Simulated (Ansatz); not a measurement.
Levels about the gap of amorphous B32N30O3 (65 atoms in a cell of 676 Å³, 2.00 g/cm³; zone centre alone, so wide bands show as single levels with stretches between that a denser mesh fills), at the geometry that PBE relaxed, where it gives -0.3 GPa on a denser mesh. The participation number counts the atoms over which a state spreads; weights are charges in smoothed Voronoi cells. The levels come from a single point, so bond lengths are those of that geometry. Method of the levels: PBE, scalar-relativistic without spin-orbit coupling (Ansatz, a first-principles code). Sampling: the zone centre alone; Fermi-Dirac width 0.02 eV; no spin polarisation. At PBE the levels at both edges of the gap are localised (band-tail or defect states), and the nearest spread-out levels lie 3.2 eV apart at the zone centre.

It comes from a melt-quench run on a machine-learned potential (CHGNet), relaxed afterwards by DFT. O and N atoms were pushed apart under 1.9 Å during the dynamics, to hinder bonds among them. The hot cell started wider than the set density and was brought back towards it in steps. It is the lowest in DFT energy of 2 quenches. It is a model cell: composition and starting density were chosen by hand, and all elements were melted together. No dispersion term was used. Its density started from a set value of 2.00 and ended at 2.00 g/cm³. Cooling (nominally 580 K/ps over its main leg) ran many orders faster than in experiment, which tends to leave more defects and strain. Values belong to this one cell and scatter from quench to quench. The volume was held where the preparation left it, at a PBE pressure of -0.3 GPa (tension). Stress components on the final sampling reach 3.6 GPa.

```json
[
 {"E - E(highest filled), eV": "-0.73", "filling": "filled", "participation number": "19.3", "largest on": "N, 3 neighbours", "weight N": "0.83", "weight B": "0.16", "weight O": "0.01"},
 {"E - E(highest filled), eV": "-0.67", "filling": "filled", "participation number": "12.4", "largest on": "N, 3 neighbours", "weight N": "0.79", "weight B": "0.18", "weight O": "0.03"},
 {"E - E(highest filled), eV": "-0.61", "filling": "filled", "participation number": "10.5", "largest on": "N, 3 neighbours", "weight N": "0.81", "weight B": "0.17", "weight O": "0.02"},
 {"E - E(highest filled), eV": "-0.39", "filling": "filled", "participation number": "23.2", "largest on": "N, 3 neighbours", "weight N": "0.83", "weight B": "0.16", "weight O": "0.02"},
 {"E - E(highest filled), eV": "-0.36", "filling": "filled", "participation number": "20.3", "largest on": "N, 3 neighbours", "weight N": "0.81", "weight B": "0.16", "weight O": "0.02"},
 {"E - E(highest filled), eV": "-0.12", "filling": "filled", "participation number": "10.0", "largest on": "N, 3 neighbours", "weight N": "0.85", "weight B": "0.14", "weight O": "0.01"},
 {"E - E(highest filled), eV": "0.00", "filling": "filled", "participation number": "5.8", "largest on": "N, 3 neighbours", "weight N": "0.80", "weight B": "0.16", "weight O": "0.04"},
 {"E - E(highest filled), eV": "2.58", "filling": "empty", "participation number": "6.0", "largest on": "B, 2 neighbours", "weight N": "0.27", "weight B": "0.72", "weight O": "0.01"},
 {"E - E(highest filled), eV": "3.07", "filling": "empty", "participation number": "12.2", "largest on": "B, 3 neighbours", "weight N": "0.24", "weight B": "0.72", "weight O": "0.04"},
 {"E - E(highest filled), eV": "3.26", "filling": "empty", "participation number": "26.2", "largest on": "B, 3 neighbours", "weight N": "0.25", "weight B": "0.74", "weight O": "0.01"},
 {"E - E(highest filled), eV": "3.52", "filling": "empty", "participation number": "21.1", "largest on": "B, 3 neighbours", "weight N": "0.27", "weight B": "0.73", "weight O": "0.01"},
 {"E - E(highest filled), eV": "3.75", "filling": "empty", "participation number": "22.6", "largest on": "B, 3 neighbours", "weight N": "0.28", "weight B": "0.70", "weight O": "0.03"},
 {"E - E(highest filled), eV": "3.79", "filling": "empty", "participation number": "17.3", "largest on": "B, 3 neighbours", "weight N": "0.29", "weight B": "0.70", "weight O": "0.02"},
 {"E - E(highest filled), eV": "3.87", "filling": "empty", "participation number": "27.0", "largest on": "B, 3 neighbours", "weight N": "0.26", "weight B": "0.72", "weight O": "0.02"}
]
```

Most localised among these is the filled level at +0.00 eV, on a N atom, which has 3 neighbours (B 1.43 Å, B 1.45 Å, B 1.46 Å).
